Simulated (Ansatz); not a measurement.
Partial pair distribution functions of a relaxed model of amorphous Ta16O42Ge, broadened by 0.06 Å; density 6.77 g/cm³. All values below come from PBE, scalar-relativistic without spin-orbit coupling (plane waves to 420 eV, PAW; Ansatz, a quantum-chemistry and plane-wave program).

A CHGNet melt-quench gave the starting glass, which DFT then relaxed. O atoms were pushed apart under 1.9 Å during the dynamics, to hinder bonds among them. The hot cell started wider than the set density and was brought back towards it in steps. It is the lowest in DFT energy of 2 quenches. It is a model cell: composition and starting density were chosen by hand, and all elements were melted together. No dispersion term was used. Its density started from a set value of 7.23 and ended at 6.77 g/cm³. The simulated quench (nominally 360 K/ps over its main leg) is rapid and tends to freeze in more defects than a deposited or slowly cooled glass has. A cell of this size samples the disorder only roughly. The volume was free in the relaxation, at fixed shape. Stress components on the final sampling reach 2.3 GPa. On a 2×2×2 Γ-centred mesh force components of up to 0.13 eV/Å stay, since the relaxation ran on the zone centre alone.

```tsv
r (Å)	g Ta-O	g O-Ge	g Ta-Ta	g O-O
1.50	0.00	0.00	0.00	0.00
1.60	0.00	0.40	0.00	0.00
1.70	0.29	6.98	0.00	0.00
1.80	3.46	12.17	0.00	0.00
1.90	7.64	1.92	0.00	0.00
2.00	6.66	0.02	0.00	0.00
2.10	3.69	0.00	0.00	0.00
2.20	1.45	0.00	0.00	0.00
2.30	0.55	0.00	0.00	0.10
2.40	0.12	0.00	0.00	0.41
2.50	0.10	0.00	0.00	1.39
2.60	0.05	0.00	0.00	2.41
2.70	0.00	0.00	0.00	2.49
2.80	0.05	0.01	0.02	2.42
2.90	0.12	0.47	0.42	2.70
3.00	0.19	1.55	0.85	1.72
3.10	0.11	1.37	0.63	1.36
3.20	0.08	0.26	0.83	0.96
3.30	0.21	0.00	1.13	0.91
3.40	0.43	0.03	1.74	0.71
3.50	0.66	0.59	1.28	0.39
3.60	0.63	1.09	1.98	0.54
3.70	0.94	1.70	3.67	0.80
3.80	0.97	0.73	2.82	0.86
3.90	0.75	0.71	1.68	0.94
4.00	1.01	0.53	0.76	0.96
4.10	1.27	2.63	0.89	0.83
4.20	1.43	2.49	0.35	0.73
4.30	1.68	1.14	0.33	0.69
4.40	1.86	2.43	0.43	0.75
4.50	1.70	1.94	0.22	0.78
4.60	1.50	1.88	0.64	0.86
4.70	1.33	1.20	0.92	0.88
4.80	1.25	0.13	0.82	0.97
```

Within 2.62 Å each Ta has 5.56 O neighbours on average.
